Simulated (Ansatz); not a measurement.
For HgTe (model structure, started from the beta GaS type, P6₃/mmc, No. 194, 8 atoms in the cell), PBEsol (plane waves, PAW; Ansatz, a first-principles code) gives:

| Property | Result |
|---|---|
| lattice constant a | 4.686 Å |
| c axis length | 14.871 Å |

Question: What does PBE-D3(BJ) (Ansatz, plane waves, PAW) give for the same quantities?

Answer: 
- lattice constant a: 4.715 Å (rises by 0.6 %)
- lattice parameter c: 14.901 Å (grows by 0.2 %)

Changes are worked out from the printed values.

Unless a cell is named, each level is at its own relaxed cell (PBEsol 35.35, PBE-D3(BJ) 35.87 Å³/atom).

Levels without +SOC leave out spin–orbit coupling, which shifts energies and cells of such heavy elements.

Ansatz's density-functional and Hartree–Fock values are scalar-relativistic unless marked +SOC, with PAW data made under PBE.

A model structure was made by putting elements into a prototype or built by hand; it is no filed structure, need not be a known phase, and can be a saddle point held by its symmetry.
